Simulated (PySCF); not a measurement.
PySCF 2.14.0, TPSSH/def2-svp, df: Pd(H)2(dadMe) (C[N]1=CC=[N](C)->[PdH2]<-1), 17 atoms. The geometry is a generated start, not checked to be a minimum at this level.

```
Item                                                 Value
-------------------------  -------------------------------
task                                                energy
method                                               tpssh
basis                                             def2-svp
two-electron scheme                        density fitting
mol.max_memory                                     3000 MB
mf.max_cycle                                           100
mf.conv_tol                                1e-09 (default)
mf.grids.level                                 3 (default)
effective core potentials  those of the basis set, past Kr
basis functions                                        165
grid points                                         204536
```

```xyz
17

Pd    -1.4919    -0.3171    -0.0065
H     -2.3823    -1.5420    -0.0066
H     -2.7941     0.4510    -0.0213
C      0.6033    -2.7053     0.0043
N      0.3210    -1.2999     0.0023
C      1.2974    -0.4585    -0.0054
C      1.0022     0.9436    -0.0037
N     -0.2309     1.3199    -0.0023
C     -0.5367     2.7203     0.0069
H      0.1374    -3.1640    -0.8731
H      1.6822    -2.9137     0.0012
H      0.1442    -3.1595     0.8875
H      2.3401    -0.7823    -0.0106
H      1.8264     1.6590    -0.0019
H      0.3686     3.3431     0.0042
H     -1.1377     2.9474     0.8928
H     -1.1493     2.9579    -0.8678
```

Charge 0 and multiplicity 1 are set for this test and not shown to be the ground state.

With the defaults (mf.DIIS = CDIIS, mf.diis = true, mf.init_guess = minao, newton = off, mf.diis_space = 8, mf.level_shift = 0) it converges in 16 Fock builds. One run each on 2 threads, 1 BLAS thread, with these changes:
- mf.init_guess = mod_huckel
- newton = Hessian by the SCF's own integrals
- mf.init_guess = 1e
- mf.level_shift = 0.3 Hartree
- mf.diis = false
- mf.DIIS = EDIIS
- mf.diis_space = 12
- mf.init_guess = huckel
- mf.level_shift = 1 Hartree

Task: Which of these changes keep the SCF from converging, or lead it to another solution?

Result: No convergence: mf.DIIS = EDIIS; mf.diis = false (the run ends without SCF convergence in 100 cycles). The rest reach the solution of the defaults.

```json
[
 {"setting": "the defaults", "Fock builds": "16", "end": "same solution"},
 {"setting": "mf.diis_space = 12", "Fock builds": "16", "end": "same solution"},
 {"setting": "mf.init_guess = mod_huckel", "Fock builds": "21", "end": "same solution"},
 {"setting": "mf.init_guess = huckel", "Fock builds": "21", "end": "same solution"},
 {"setting": "mf.init_guess = 1e", "Fock builds": "23", "end": "same solution"},
 {"setting": "mf.level_shift = 0.3 Hartree", "Fock builds": "32", "end": "same solution"},
 {"setting": "mf.level_shift = 1 Hartree", "Fock builds": "83", "end": "same solution"},
 {"setting": "newton = Hessian by the SCF's own integrals", "Fock builds": "84", "end": "same solution"},
 {"setting": "mf.DIIS = EDIIS", "Fock builds": "101", "end": "no convergence"},
 {"setting": "mf.diis = false", "Fock builds": "101", "end": "no convergence"}
]
```

Under newton the count holds the products with the orbital Hessian.
